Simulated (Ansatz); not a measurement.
Functionals compared on a constructed model of the (0001) surface of hcp Zr, a pseudomorphic layer of Cu in the host's stacking (bottom of the slab: a bare face, its two planes held), in Ansatz (plane waves, PAW). The structure was relaxed with PBE; the other rows are single points on it. Cutoff 420 eV (500 eV for r2SCAN).

Slab: 7 atoms, 15.5 Å thick at the start; k 13x13x1, smearing 0.1 eV, dipole-corrected; 2 atoms held, the rest relaxed; symmetry of the start imposed; no spin, no spin-orbit, no U. It is one candidate, not shown to be the stable structure of the face. These notes are the PBE run's.

```tsv
functional	work function of the top face (eV)	rough cost of the single point
PBE	3.70	–
RPBE	[?]	very roughly 25 core-seconds
r2SCAN	3.63	roughly 50 core-seconds
```

Problem. Some entries are withheld; supply them.

Solution. 
- RPBE, work function of the top face (eV): 3.53

Ansatz is a quantum-chemistry and plane-wave program.
